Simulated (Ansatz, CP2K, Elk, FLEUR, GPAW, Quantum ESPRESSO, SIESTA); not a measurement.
# Code comparison for Sr2SeS (R-3m, 4 atoms in the cell)

Self-consistent single point, at a second geometry (lattice scaled by 0.98). First geometry:

```
Sr2SeS
1.0
    2.20603     1.27365     7.21334
   -2.20603     1.27365     7.21334
    0.00000    -2.54731     7.21334
Sr Se S
2 1 1
Direct
  0.24718   0.24718   0.24718
  0.75282   0.75282   0.75282
  0.00000   0.00000   0.00000
  0.50000   0.50000   0.50000
```

Shared settings, as Ansatz (a program for electronic structure) writes them: kpoints.mp_grid.grid = 5 5 5; scf.occupations.method = fermi_dirac; scf.occupations.width = 0.0037 Ry. Potentials and cutoffs stand in the table.

```tsv
code	model	ΔF from the first geometry (meV/atom)	pressure (GPa)	gap on the mesh (eV)	cutoff
GPAW	PBEsol, GPAW PAW datasets PBEsol (made by gpaw-setup)	-20.6	-0.61	2.282	550 eV
FLEUR	PBEsol, all-electron FLAPW (FLEUR), scalar-relativistic valence	-21.7	–	2.317	Kmax 3.8 1/bohr
Quantum ESPRESSO	PBEsol, GBRV 1.5 ultrasoft (PBESOL) pseudopotentials	-23.2	-0.83	2.257	40 Ry
Elk	PBEsol, all-electron FP-LAPW, Elk's shipped species files, default APW+lo basis	-19.9	–	2.305	default
SIESTA	GGA PBEsol, numerical atomic orbitals DZP, PseudoDojo PBEsol standard norm-conserving potentials (rewritten from UPF to PSML)	21.2	3.66	2.760	grid 300 Ry
CP2K	PBEsol, GPW, DZVP-MOLOPT-SR-GTH basis, GTH-PBE potentials (GTH_POTENTIALS)	-16.1	-0.08	2.713	grid 500 Ry
Ansatz	PBEsol, PAW files made with PBE	-23.2	-0.81	2.257	30.9 Ry
```

A dash marks a value that a program does not give, or that is left out as unsure.

Gaps are read on the mesh.

The spread over the programs that give each value: ΔF from the first geometry within 44.4 meV/atom; pressure within 4.49 GPa; gap on the mesh within 0.503 eV.

SIESTA and CP2K use small atom-centred bases, whose incompleteness enters pressures, forces and empty levels differently from a plane-wave cutoff. FLEUR and Elk treat all electrons, but the usual bases taken here (sphere radii, linearisation, local orbitals, empty states) were not tested for convergence, so the values are no reference for the others. Ansatz's pressure is given at a fixed set of plane waves, as the other plane-wave codes print theirs. In the pressure, SIESTA (by 4.47) lies more than 1 GPa from the median of the plane-wave programs. In the gap, SIESTA (by 0.503) and CP2K (by 0.456) lie more than 0.12 eV from the median of the plane-wave programs.

The starting cell comes from a database of computed structures (which also holds hypothetical and non-ambient phases and stackings), without a prior relaxation at this level. Its lattice was rescaled by a random factor within 2.5 % of one. For this run, on top of that: lattice scaled by 0.98.

Keys are those of Ansatz 0.2.
